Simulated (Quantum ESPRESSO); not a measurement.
A self-consistent single point of Cs (Im-3m, 1 atom in the cell) with Quantum ESPRESSO.

Method: PBEsol, PseudoDojo standard norm-conserving (PBESOL) pseudopotentials (plane waves; Quantum ESPRESSO).

```xyz
1
Lattice="-3.0347 3.0347 3.0347 3.0347 -3.0347 3.0347 3.0347 3.0347 -3.0347" Properties=species:S:1:pos:R:3 pbc="T T T"
Cs     0.0000     0.0000     0.0000
```

Reference input (self-consistent single point, DFT, PBEsol, plane waves, PseudoDojo standard norm-conserving (PBESOL) pseudopotentials): ecutwfc = 50 Ry; occupations = smearing; smearing = gauss; degauss = 0.0073499 Ry; potentials = {Cs: Cs.upf}; K_POINTS = automatic 8 8 8 0 0 0; conv_thr = 1e-09 Ry. This run's input differs from it in these lines:

```diff
@@ -15,3 +15,3 @@
   smearing = 'gauss',
-  degauss = 0.0073499,
+  degauss = 0.0036749,
 /
@@ -25,3 +25,3 @@
 K_POINTS automatic
-8 8 8  0 0 0
+4 4 4  0 0 0
 CELL_PARAMETERS angstrom
```

Log, with long lists cut:

```
     Self-consistent Calculation

     iteration #  1     ecut=    50.00 Ry     beta= 0.70

     Threshold (ethr) on eigenvalues was too large:
     Diagonalizing with lowered threshold

     total energy              =     -46.73735766 Ry
     estimated scf accuracy    <       0.00144553 Ry

     iteration #  2     ecut=    50.00 Ry     beta= 0.70

     total energy              =     -46.73767631 Ry
     estimated scf accuracy    <       0.00006648 Ry

     iteration #  3     ecut=    50.00 Ry     beta= 0.70

     total energy              =     -46.73768540 Ry
     estimated scf accuracy    <       0.00000554 Ry

     iteration #  4     ecut=    50.00 Ry     beta= 0.70

     total energy              =     -46.73768632 Ry
     estimated scf accuracy    <       0.00000007 Ry

     iteration #  5     ecut=    50.00 Ry     beta= 0.70

     total energy              =     -46.73768641 Ry
     estimated scf accuracy    <       0.00000002 Ry

     iteration #  6     ecut=    50.00 Ry     beta= 0.70
     End of self-consistent calculation

     the Fermi energy is     2.3049 ev

!    total energy              =     -46.73768642 Ry
     estimated scf accuracy    <          3.0E-10 Ry
     smearing contrib. (-TS)   =      -0.00095828 Ry
     internal energy E=F+TS    =     -46.73672814 Ry

     convergence has been achieved in   6 iterations

     Forces acting on atoms (cartesian axes, Ry/au):

     atom    1 type  1   force =     0.00000000    0.00000000    0.00000000

     Total force =     0.000000     Total SCF correction =     0.000000

          total   stress  (Ry/bohr**3)                   (kbar)     P=       -0.39
  -0.00000268   0.00000000   0.00000000           -0.39        0.00        0.00
   0.00000000  -0.00000268   0.00000000            0.00       -0.39        0.00
   0.00000000   0.00000000  -0.00000268            0.00        0.00       -0.39

   JOB DONE.
```

The run converged in 6 iterations. Against the reference run the free energy goes up by 55.2 meV/atom and the pressure hardly changes (-0.06 to -0.04 GPa).

The starting cell has typed, rounded lattice constants, without a prior relaxation at this level. Its lattice was rescaled by up to half a per cent.
